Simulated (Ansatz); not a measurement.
AlCl₃ (C2/m, No. 12) was calculated with HSE06 (PAW; Ansatz, a quantum-chemistry and plane-wave program).

Run with plane-wave cutoff 500 eV, 4×4×4 k mesh, gaussian smearing 0.02 eV, scalar-relativistic PAW data made under PBE.

Cell (relaxed with PBEsol):

```cif
data_Al4Cl12
_chemical_formula_sum 'Al4 Cl12'
_space_group_name_H-M_alt 'C2/m'
_space_group_IT_number 12
_space_group_name_Hall '-C 2y'
_cell_length_a 5.93366
_cell_length_b 10.27524
_cell_length_c 6.62475
_cell_angle_alpha 90.000
_cell_angle_beta 106.769
_cell_angle_gamma 90.000
loop_
_atom_site_label
_atom_site_type_symbol
_atom_site_symmetry_multiplicity
_atom_site_Wyckoff_symbol
_atom_site_fract_x
_atom_site_fract_y
_atom_site_fract_z
_atom_site_occupancy
Al1 Al 4 g 0.00000 0.16666 0.00000 1
Cl1 Cl 4 i 0.20799 0.00000 0.20960 1
Cl2 Cl 8 j 0.24710 0.32034 0.20941 1
```
(The calculation used a cell of 8 atoms; values per cell refer to that cell.)

**Question.** Predict the band gap.

**Answer.** 
* **band gap**: 6.86 eV (on the SCF k mesh)

Note: the cell comes from a level without a dispersion term, which matters for the spacing of layers, chains or molecules; cell and atoms aren't relaxed at this level (pressure 0.3 GPa); the cell has widely spaced layers and the level no dispersion term, so their spacing and the moduli can rest on weak binding.

Static lattice: no zero-point or thermal effects.
